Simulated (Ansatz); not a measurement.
Consider KMgF3 in the cubic perovskite structure (space group Pm-3m, No. 221; a = 4.0541 Å).

Level of theory: DFT with PBE, PAW potentials and a 420 eV plane-wave cutoff in Ansatz (a program for electronic structure), without spin-orbit coupling.

Before the change:

```
Property                         Value
-----------------------------  -------
Width of the top valence band  0.52 eV
Band gap                       6.96 eV
```

Modification: the cell is scaled by 0.9760 in all directions, atoms relaxed at fixed cell.

What does the calculation give for the width of the top valence band after the change?

The width of the top valence band rises by 0.055 eV to 0.57 eV.

Estimate the effect on the band gap.

The band gap grows by 0.54 eV to 7.50 eV.

The cells carry an imposed strain or load. Stability against distortions was not tested.
